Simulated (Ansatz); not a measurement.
Amorphous Si₂₄O₅₃P₂, 79 atoms at 2.21 g/cm³, one PBE-relaxed geometry, zone centre. Methods: PBE, scalar-relativistic without spin-orbit coupling (Ansatz, a program for electronic structure); r2SCAN, scalar-relativistic without spin-orbit coupling (Ansatz); HSE06, scalar-relativistic without spin-orbit coupling (Ansatz). Plane waves to 420 eV (r2SCAN 500 eV); exact exchange is cut at the cell's faces. At PBE the levels at the filled edge of the gap are localised (band-tail or defect states), and the nearest spread-out levels lie 5.3 eV apart at the zone centre. The higher rungs were started with moments on some atoms, which died out.

A CHGNet melt-quench gave the starting glass, which DFT then relaxed. O atoms were pushed apart under 1.9 Å during the dynamics, to hinder bonds among them. The hot cell started wider than the set density and was brought back towards it in steps. It is the lowest in DFT energy of 2 quenches. It is a model cell: composition and starting density were chosen by hand, and all elements were melted together. No dispersion term was used. Its density started from a set value of 2.21 and ended at 2.21 g/cm³. The simulated quench (nominally 320 K/ps over its main leg) is rapid and tends to freeze in more defects than a deposited or slowly cooled glass has. A cell of this size samples the disorder only roughly. The volume was held where the preparation left it, at a PBE pressure of 0.3 GPa. Stress components on the final sampling reach 4.3 GPa.

The relaxation ran on the zone centre alone. At PBE the level gap is 4.73 eV on a 2×2×2 Γ-centred mesh, and the spacing at the zone centre alone 4.73 eV.

**Question.** What zone-centre spacing does r2SCAN give, roughly?

**Answer.** 5.42 eV (+0.69 eV against PBE).

**Question.** What zone-centre spacing does HSE06 give, roughly?

**Answer.** 6.56 eV (+1.83 eV against PBE).

The highest filled and the lowest empty state spread over these numbers of atoms (participation numbers): PBE: 4.4 and 57.2; r2SCAN: 4.1 and 60.5; HSE06: 4.3 and 61.9.
